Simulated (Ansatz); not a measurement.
System: WP (model structure, started from the NbAs type, I4₁md, No. 109, 4 atoms in the cell). Method: PBEsol in Ansatz (PAW).

Run with plane-wave cutoff 520 eV, 24×24×24 k mesh, Fermi–Dirac smearing 0.05 eV, no spin polarisation, scalar-relativistic PAW data made under PBE.

Cell (relaxed at this level):

```
WP
1.0
   -1.60427     1.60427     5.54954
    1.60427    -1.60427     5.54954
    1.60427     1.60427    -5.54954
W P
2 2
Direct
  0.49921   0.49921   0.00000
  0.24921   0.74921   0.50000
  0.91679   0.91679   0.00000
  0.66679   0.16679   0.50000
```

Task: Estimate the bulk modulus that the calculation returns.

Result: 
* **bulk modulus**: 260 GPa

Note: the run has no spin polarisation, so it can have missed a magnetic state; the bulk modulus is −V dP/dV from two relaxed cells at ±2 % in volume; the relaxation could raise the start's symmetry but not lower it, so the cell can be a saddle point.

Spin–orbit coupling is not included; it can open a gap where bands touch, and shift volumes and moduli.

Static lattice: no zero-point or thermal effects.

A model structure was made by putting elements into a prototype or built by hand; it is no filed structure, need not be a known phase, and can be a saddle point held by its symmetry.

Ansatz is an electronic-structure program.
